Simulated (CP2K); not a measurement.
Worked example: self-consistent single point of CdTe (F-43m, 2 atoms in the cell) in CP2K

Level of theory: PBE, GPW, DZVP-MOLOPT-SR-GTH basis, GTH-PBE potentials (GTH_POTENTIALS) run with CP2K 2026.2.

Input:

```
&GLOBAL
  PROJECT calc
  RUN_TYPE ENERGY_FORCE
  PRINT_LEVEL LOW
&END GLOBAL
&FORCE_EVAL
  METHOD Quickstep
  STRESS_TENSOR ANALYTICAL
  &DFT
    BASIS_SET_FILE_NAME BASIS_MOLOPT
    POTENTIAL_FILE_NAME GTH_POTENTIALS
    &QS
      METHOD GPW
      EPS_DEFAULT 1E-10
    &END QS
    &MGRID
      CUTOFF 500
      REL_CUTOFF 50
      NGRIDS 5
    &END MGRID
    &SCF
      SCF_GUESS ATOMIC
      EPS_SCF 1E-6
      MAX_SCF 100
      ADDED_MOS 4
      &DIAGONALIZATION
        ALGORITHM STANDARD
      &END DIAGONALIZATION
      &MIXING
        METHOD BROYDEN_MIXING
        ALPHA 0.4
        NBUFFER 8
        BETA 1
      &END MIXING
      &SMEAR ON
        METHOD FERMI_DIRAC
        ELECTRONIC_TEMPERATURE [K] 580.23
      &END SMEAR
    &END SCF
    &KPOINTS
      SCHEME MONKHORST-PACK 3 3 3
    &END KPOINTS
    &XC
      &XC_FUNCTIONAL PBE
      &END XC_FUNCTIONAL
    &END XC
    &PRINT
      &MO
        EIGENVALUES T
        OCCUPATION_NUMBERS T
        NDIGITS 8
        FILENAME mo
        &EACH
          QS_SCF 0
        &END EACH
        ADD_LAST NUMERIC
      &END MO
      &MULLIKEN OFF
      &END MULLIKEN
    &END PRINT
  &END DFT
  &SUBSYS
    &CELL
      A 4.59579800 0.00000000 0.00000000
      B 2.29789900 3.98007800 0.00000000
      C 2.29789900 1.32669300 3.75245300
      PERIODIC XYZ
    &END CELL
    &COORD
      Cd       0.00000000     0.00000000     0.00000000
      Te       2.29789900     1.32669275     0.93811325
    &END COORD
    &KIND Cd
      BASIS_SET DZVP-MOLOPT-SR-GTH
      POTENTIAL GTH-PBE-q12
    &END KIND
    &KIND Te
      BASIS_SET DZVP-MOLOPT-SR-GTH
      POTENTIAL GTH-PBE-q6
    &END KIND
  &END SUBSYS
  &PRINT
    &FORCES ON
    &END FORCES
    &STRESS_TENSOR ON
    &END STRESS_TENSOR
  &END PRINT
&END FORCE_EVAL
```

The program printed (abridged):

```
 GLOBAL| Method name                                                        CP2K
 GLOBAL| Project name                                                       calc
 GLOBAL| Run type                                                   ENERGY_FORCE

 TOTAL NUMBERS AND MAXIMUM NUMBERS

  Total number of            - Atomic kinds:                                   2
                             - Atoms:                                          2
                             - Shell sets:                                     2
                             - Shells:                                        12
                             - Primitive Cartesian functions:                 10
                             - Cartesian basis functions:                     44
                             - Spherical basis functions:                     38

  Maximum angular momentum of- Orbital basis functions:                        3
                             - Local part of the GTH pseudopotential:          0
                             - Non-local part of the GTH pseudopotential:      4

 SCF PARAMETERS         Density guess:                                    ATOMIC
                        max_scf:                                             100
                        max_diis:                                              4
                        eps_scf:                                        1.00E-06
                        eps_diis:                                       1.00E-01
                        eps_eigval:                                     1.00E-05
                        level_shift [a.u.]:                             0.000000
                        added MOs                                         4    0
                        Mixing method:                            BROYDEN_MIXING
                                                charge density mixing in g-space
                        Smear method:                                FERMI_DIRAC
                        Electronic temperature [K]:                        580.2
                        Electronic temperature [a.u.]:                  1.84E-03
                        Accuracy threshold:                             1.00E-10
                        No outer SCF

 Extrapolation method: initial_guess

 Number of electrons:                                                         18
 Number of occupied orbitals:                                                  9
 Number of molecular orbitals:                                                13

 Number of orbital functions:                                                 38
 Number of independent orbital functions:                                     38

 SCF WAVEFUNCTION OPTIMIZATION

  Step     Update method      Time    Convergence         Total energy    Change
     1 NoMix/Diag. 0.40E+00      -     2.00877844       -54.3369043862 -5.43E+01
     2 Broy./Diag. 0.40E+00      -     0.05469829       -54.3719997834 -3.51E-02
     3 Broy./Diag. 0.40E+00      -     0.08567579       -54.2679172480  1.04E-01
     4 Broy./Diag. 0.40E+00      -     0.00513592       -54.2396085458  2.83E-02
     5 Broy./Diag. 0.40E+00      -     0.00134042       -54.2577877796 -1.82E-02
     6 Broy./Diag. 0.40E+00      -     0.00096668       -54.2543415300  3.45E-03
     7 Broy./Diag. 0.40E+00      -     0.00023944       -54.2510085137  3.33E-03
     8 Broy./Diag. 0.40E+00      -     0.00028041       -54.2520321226 -1.02E-03
     9 Broy./Diag. 0.40E+00      -     0.00005022       -54.2529918228 -9.60E-04
    10 Broy./Diag. 0.40E+00      -     0.00000871       -54.2530539792 -6.22E-05
    11 Broy./Diag. 0.40E+00      -     0.00000118       -54.2530482708  5.71E-06
    12 Broy./Diag. 0.40E+00      -     0.00000062       -54.2530468411  1.43E-06

  *** SCF run converged in    12 steps ***

  Electronic density on regular grids:        -17.9999999983        0.0000000017
  Core density on regular grids:               17.9999999969       -0.0000000031
  Total charge density on r-space grids:       -0.0000000013
  Total charge density g-space grids:          -0.0000000013

  Overlap energy of the core charge distribution:               0.00000000125984
  Self energy of the core charge distribution:                -91.51913244584948
  Core Hamiltonian energy:                                     27.75596567913284
  Hartree energy:                                              17.97416823828181
  Exchange-correlation energy:                                 -8.46404673396184
  Electronic entropic energy:                                  -0.00000157996715
  Fermi energy:                                                 0.13086482524306

  Total energy:                                               -54.25304684108070
  Total energy (extrapolated to T->0):                        -54.25304605109713

 ENERGY| Total FORCE_EVAL ( QS ) energy [hartree]            -54.253044371094362

 FORCES| Atomic forces [hartree/bohr]
 FORCES|   Atom     x               y               z               |f|
 FORCES|      1 -1.81710013E-08 -9.10658835E-09  9.30697943E-09   2.23547558E-08
 FORCES|      2  1.48480135E-08  7.18790352E-09 -1.06642967E-08   1.96432351E-08
 FORCES| Sum    -3.32298786E-09 -1.91868483E-09 -1.35731723E-09
 FORCES| Total atomic force                                       4.07012406E-09

 STRESS| Analytical stress tensor [bar]
 STRESS|                        x                   y                   z
 STRESS|      x        3.70799260726E+04  -1.34725452969E+00  -9.52651247498E-01
 STRESS|      y       -1.34725452969E+00   3.70814951311E+04  -5.61388227590E-01
 STRESS|      z       -9.52651247498E-01  -5.61388227590E-01   3.70819901964E+04
 STRESS| 1/3 Trace                                             3.70811371333E+04
```

The run converged in 12 iterations.

The starting cell has typed, rounded lattice constants, without a prior relaxation at this level. Its lattice was rescaled by up to half a per cent. Values carry the incompleteness of an atom-centred basis. With a pressure of about 4 GPa the cell is away from its equilibrium volume at this level.
